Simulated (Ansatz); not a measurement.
The structure below was relaxed with PBEsol, PAW, 420 eV (Ansatz, a quantum-chemistry and plane-wave program; no SOC), at pressure 10 GPa.

Space group Fm-3m (No. 225); a = b = c = 3.7408 Å, α = β = γ = 90.00°

| atom | site | symmetry | x | y | z |
|---|---|---|---|---|---|
| Rh | 4a | m-3m | 0.0000 | 0.0000 | 0.0000 |

Question: Write out a cell with all atoms.

Answer: 
```
Rh
1.0
    3.74083     0.00000     0.00000
    0.00000     3.74083     0.00000
    0.00000     0.00000     3.74083
Rh
4
Direct
  0.00000   0.00000   0.00000
  0.00000   0.50000   0.50000
  0.50000   0.00000   0.50000
  0.50000   0.50000   0.00000
```
This is the conventional cell.

Load acts through the strain it causes; cell and atoms are relaxed under it. No phonon test of stability was made. No other phases were tried under pressure. All final runs are without spin polarisation. The cell was made from Rh in the fcc (Cu type) structure (space group Fm-3m, No. 225) by this change: pressure 10 GPa.
